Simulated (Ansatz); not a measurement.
The parent structure is InAs in the zinc blende structure (space group F-43m, No. 216).

```
InAs
1.0
    0.00000     3.04346     3.04346
    3.04346     0.00000     3.04346
    3.04346     3.04346     0.00000
As In
1 1
Direct
  0.75000   0.75000   0.75000
  0.00000   0.00000   0.00000
```

All numbers come from Kohn–Sham DFT with the PBEsol functional, run in Ansatz (an electronic-structure program) with PAW and 420 eV plane waves, without spin-orbit coupling.

Before the change:

The gap character is absent. The band gap is zero and the lattice parameter a is 11.503 bohr.

It is then changed as follows: full substitution In → B; the structure is relaxed again.

Question: Estimate the effect on the gap character, hole mass, band gap and lattice parameter a.

Answer: The gap character changes from absent to indirect, Γ → Γ–X (82 % along); the hole mass (degenerate bands, along [100]) comes out as 0.23 mₑ (at Γ); the band gap changes from zero to 1.08 eV; the lattice parameter a shrinks by 2.493 bohr (11.503 bohr → 9.010 bohr).

Masses are band curvatures over ±0.01 Å⁻¹ around the edge. Stability against distortions was not tested. The final runs are not spin-polarised. The zero or small gap of InAs can change with the level of theory.
